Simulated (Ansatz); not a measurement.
For SnS2 (model structure, from the fluorite type, Fm-3m, No. 225), PBEsol (Ansatz, an electronic-structure program, PAW) gives:

* **lattice parameter a**: 6.391 Å
* **cohesive energy**: 3.35 eV/atom

### Question
What does PBE-D3(BJ) (PAW; Ansatz) give for the same quantities?

### Answer

- lattice constant a: 6.411 Å (goes up by 0.3 %)
- cohesive energy: 3.26 eV/atom (decreases by 0.09 eV/atom)

Changes are worked out from the printed values.

Unless a cell is named, each level is at its own relaxed cell (PBEsol 21.75, PBE-D3(BJ) 21.96 Å³/atom).

Levels without +SOC leave out spin–orbit coupling, which shifts energies and cells of such heavy elements.

Ansatz's density-functional and Hartree–Fock values are scalar-relativistic unless marked +SOC, with PAW data made under PBE.

A model structure was made by putting elements into a prototype or built by hand; it is no filed structure, need not be a known phase, and can be a saddle point held by its symmetry.
